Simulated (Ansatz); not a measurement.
The starting structures come from a database of crystals and need not be the phases stable at ambient conditions.

 Where the default PAW files enter, the runs use the earlier of Ansatz's two default sets.

Evanescent states of HfSiO4 (I4_1/amd, not sure to be the ambient phase, 12 atoms a cell, 10.7 Å³ an atom, 2 GPa at this level) along the normal of (111)

Method: r2SCAN (plane waves, PAW; Ansatz, a first-principles code).

The gap is the functional's own. No spin-orbit coupling. Mid-gap values are interpolated on the energy grid.

Energies count from the valence-band top; κ is the least over a 4×4 mesh across the current.

```csv
E (eV),κ (1/Å),where
0.14,0.266,off Γ
0.42,0.320,Γ
0.70,0.351,Γ
0.98,0.376,Γ
1.26,0.396,Γ
1.54,0.413,Γ
1.82,0.426,Γ
2.10,0.436,Γ
2.38,0.444,Γ
2.66,0.449,Γ
2.94,0.452,Γ
3.22,0.453,Γ
3.50,0.451,Γ
3.78,0.448,Γ
4.06,0.442,Γ
4.34,0.433,Γ
4.62,0.422,Γ
4.90,0.408,Γ
5.18,0.389,off Γ
5.46,0.344,off Γ
5.74,0.276,off Γ
6.02,0.135,off Γ
```

How thick must the barrier be to attenuate the transmission by 10^6 when the electrodes' Fermi level lies at 2.10 eV, and what attenuation does that film give at 5.74 eV?

d = 6 ln 10 / (2 × 0.436) = 15.8 Å. At 5.74 eV it gives 6 × 0.276/0.436 = 3.8 decades.
